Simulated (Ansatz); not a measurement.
The starting structures come from a database of crystals and need not be the phases stable at ambient conditions.

## Evanescent states of YPO4 (I4_1/amd, not sure to be the ambient phase, 12 atoms a cell, 11.9 Å³ an atom) along the normal of (111)

Computed with r2SCAN (plane waves, PAW; Ansatz, an electronic-structure program).

The gap is the functional's own, uncorrected, and κ follows it; spin-orbit coupling is left out. Mid-gap values are interpolated between the computed energies.

Energies count from the valence-band top; κ is the least over a 4×4 mesh across the current.

```json
[
 {"E (eV)": "0.15", "κ (1/Å)": "0.306", "where": "off Γ"},
 {"E (eV)": "0.45", "κ (1/Å)": "0.394", "where": "off Γ"},
 {"E (eV)": "0.75", "κ (1/Å)": "0.434", "where": "off Γ"},
 {"E (eV)": "1.05", "κ (1/Å)": "0.456", "where": "Γ"},
 {"E (eV)": "1.35", "κ (1/Å)": "0.471", "where": "Γ"},
 {"E (eV)": "1.65", "κ (1/Å)": "0.482", "where": "Γ"},
 {"E (eV)": "1.95", "κ (1/Å)": "0.491", "where": "Γ"},
 {"E (eV)": "2.25", "κ (1/Å)": "0.497", "where": "Γ"},
 {"E (eV)": "2.55", "κ (1/Å)": "0.500", "where": "Γ"},
 {"E (eV)": "2.85", "κ (1/Å)": "0.501", "where": "Γ"},
 {"E (eV)": "3.15", "κ (1/Å)": "0.500", "where": "Γ"},
 {"E (eV)": "3.45", "κ (1/Å)": "0.496", "where": "Γ"},
 {"E (eV)": "3.75", "κ (1/Å)": "0.490", "where": "Γ"},
 {"E (eV)": "4.05", "κ (1/Å)": "0.481", "where": "Γ"},
 {"E (eV)": "4.35", "κ (1/Å)": "0.469", "where": "Γ"},
 {"E (eV)": "4.65", "κ (1/Å)": "0.455", "where": "Γ"},
 {"E (eV)": "4.95", "κ (1/Å)": "0.437", "where": "Γ"},
 {"E (eV)": "5.25", "κ (1/Å)": "0.415", "where": "Γ"},
 {"E (eV)": "5.55", "κ (1/Å)": "0.388", "where": "Γ"},
 {"E (eV)": "5.85", "κ (1/Å)": "0.355", "where": "Γ"},
 {"E (eV)": "6.15", "κ (1/Å)": "0.312", "where": "Γ"},
 {"E (eV)": "6.45", "κ (1/Å)": "0.241", "where": "off Γ"}
]
```

Problem. How thick must the barrier be to attenuate the transmission by 10^8 when the electrodes' Fermi level lies at 5.25 eV, and what attenuation does that film give at 1.05 eV?

Solution. d = 8 ln 10 / (2 × 0.415) = 22.2 Å. At 1.05 eV it gives 8 × 0.456/0.415 = 8.8 decades.
